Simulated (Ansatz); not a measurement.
Seebeck coefficient (μV/K, mean over directions) of n-type Ge₃N₄ (P6_3/m) against carrier density, PBEsol, rigid bands run with Ansatz (a program for electronic structure). Computed gap 2.09 eV; densities at which minority carriers matter at this gap, or further valleys turn the trend, are left out. Conductivity mass 0.26 mₑ (harmonic mean over directions), N_c = 3.1e18 cm⁻³ at 300 K.

```tsv
electron density	300 K	500 K
1e16 cm⁻³	-711	-779
1e17 cm⁻³	-513	-581
1e18 cm⁻³	-317	-384
3e18 cm⁻³	-227	…
1e19 cm⁻³	-139	-195
3e19 cm⁻³	-77	…
1e20 cm⁻³	-38	-62
3e20 cm⁻³	-20	-33
1e21 cm⁻³	-9	…
```

### Question
What belongs in the gaps?

### Answer

- 3e18 cm⁻³, 500 K: -291
- 3e19 cm⁻³, 500 K: -120
- 1e21 cm⁻³, 500 K: -15

Rigid bands with a gap fixed in temperature, one relaxation time for all states, no polarons or phonon drag, and whether or not such doping can be reached. Spin-orbit coupling is left out.

Computed structure, not matched to a measured one here, so possibly hypothetical: Ge3N4 (P6_3/m).
